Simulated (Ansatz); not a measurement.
A relaxation of cell and atoms of LuCuSe2 (P3m1, 4 atoms in the cell) with Ansatz (a program for electronic structure).

Computed with PBEsol, PAW files made with PBE (plane waves; Ansatz).

```
CELL_PARAMETERS angstrom
      4.09225     0.00000     0.00000
     -2.04613     3.54400     0.00000
      0.00000     0.00000     6.47917
ATOMIC_POSITIONS crystal
  Lu 0.00000 0.00000 0.79851
  Cu 0.66667 0.33333 0.18851
  Se 0.33333 0.66667 0.06490
  Se 0.66667 0.33333 0.56728
```

Reference input (self-consistent single point, DFT, PBEsol, plane waves, PAW files made with PBE): kpoints.mp_grid.grid = 6 6 4; hamiltonian.xc = pbesol; hamiltonian.pseudopotentials = {kind: paw} (the program's default PAW files); scf.occupations.method = fixed. This run's input differs from it in these lines:

```diff
@@ -17,2 +17,4 @@
   occupations: { method: fixed }
+relax:
+  cell: {}
 output:
```

The program printed (abridged):

```
   [... SCF lines of the steps left out ...]
relax step   1: F+E_penalty+E_count = -32053.79131896 eV  Δ(F+E_penalty+E_count) = +0.000e0 eV  max|allowed force component| = 1.186e-1 eV/Å  Δτ_max = 0.0000 Å  P = -5.459 GPa  Ω = 93.967 Å³  (14 SCF iters, dr2 threshold 1.00e-7 eV, accepted)
relax step   2: F+E_penalty+E_count = -32053.81121805 eV  Δ(F+E_penalty+E_count) = -1.990e-2 eV  max|allowed force component| = 1.162e0 eV/Å  Δτ_max = 0.0790 Å  P = +3.844 GPa  Ω = 83.567 Å³  energy of the carried Pulay correction = +3.377e-3 eV  [...]
   [... lines left out ...]
relax step   8: F+E_penalty+E_count = -32053.94225374 eV  Δ(F+E_penalty+E_count) = -1.522e-5 eV  max|allowed force component| = 1.600e-3 eV/Å  Δτ_max = 0.0012 Å  P = +0.004 GPa  Ω = 86.000 Å³  energy of the carried Pulay correction = +2.552e-3 eV  [...]
relax step   9: F+E_penalty+E_count = -32053.93982823 eV  Δ(F+E_penalty+E_count) = +2.426e-3 eV  max|allowed force component| = 1.739e-3 eV/Å  Δτ_max = 0.0000 Å  P = -0.003 GPa  Ω = 86.000 Å³  stress off target by 7.25e-3 GPa  SCF on the basis [...]
basis re-selected at this cell: Δ(F+E_penalty+E_count) = +2.426e-3 eV, ΔP = -0.006 GPa vs the last step
the relaxation is at rest under the 6 symmetry operations that the run kept from its start: a minimum is not shown …
Free energy (F): -32053.939828 eV
Internal energy: -32053.939828 eV  (E = F + TS)
E sigma→0 (E₀):  -32053.939828 eV
Fermi energy:    11.372684 eV
--- Forces (eV/Å), atoms counted from 1 ---
  atom   1  Lu     0.00000000     0.00000000     0.00173845
  atom   2  Cu    -0.00000000    -0.00000000     0.00052051
   [... lines left out ...]
  cell:  # Å, volume = 85.9999 Å³
   [... lines left out ...]
  atoms:
    - { symbol: Lu, position: [6.527052918959037e-17, -2.795858690788784e-17, 0.8015105800113923] }
    - { symbol: Cu, position: [0.6666666666666667, 0.3333333333333333, 0.18183635604424025] }
    - { symbol: Se, position: [0.3333333333333334, 0.6666666666666667, 0.07121975798354968] }
    - { symbol: Se, position: [0.6666666666666667, 0.3333333333333333, 0.5646333059608182] }
```

The run converged. 

Summary of the result:
```
Item                                                                                                 Result
------------------------------------------------  ---------------------------------------------------------
Free energy E − TS (on the zero of these files)                                              -32053.9398 eV
Top of the valence band (on the code's own zero)                                                   11.37 eV
Gap on the k-point mesh                                                                             0.98 eV
Pressure                                                                                           0.00 GPa
Largest force (vector length)                                                                    0.002 eV/Å
Final cell                                        a = b = 3.980 Å, c = 6.269 Å, α = β = 90.00°, γ = 120.00°
Final volume per atom                                                                              21.50 Å³
Relaxation steps                                                                                          9
```

The starting cell comes from a database of computed structures (which also holds hypothetical and non-ambient phases and stackings), without a prior relaxation at this level. Its lattice was rescaled by a random factor within 2.5 % of one. Spin-orbit coupling is off. The relaxation keeps the symmetry of its start, so its end need not be a minimum. Ansatz's pressure includes its estimate of the finite-basis (Pulay) stress.

Cost on one core of a shared machine: roughly 50 s.

Keys are those of Ansatz 0.2.
